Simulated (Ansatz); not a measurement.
Take LaN in the zinc blende structure (space group F-43m, No. 216; a = 5.5465 Å; a hypothetical phase, not in the database extracts checked) as the base.

Perturbation: cell and atoms relaxed at a pressure of 0.7 GPa.

Levels (all Ansatz, a first-principles code, PAW): PBEsol (420 eV, spin-orbit coupling left out); HSE06 (420 eV, no spin-orbit coupling).

The geometry is relaxed with PBEsol.

- PBEsol lowest conduction level above the VBM at special points = Γ 1.07 eV; U 2.05 eV; K 2.05 eV

With HSE06 at the same geometry, the lowest conduction level above the VBM at special points changes from Γ 1.07 eV; U 2.05 eV; K 2.05 eV to Γ 2.21 eV; U 3.02 eV; K 3.02 eV.

Single points use the geometry relaxed with PBEsol. HSE06 gaps are upper bounds (no full band path). The levels and masses belong to the bands next to the band gap. Load acts through the strain it causes; cell and atoms are relaxed under it. Stability against distortions was not tested.
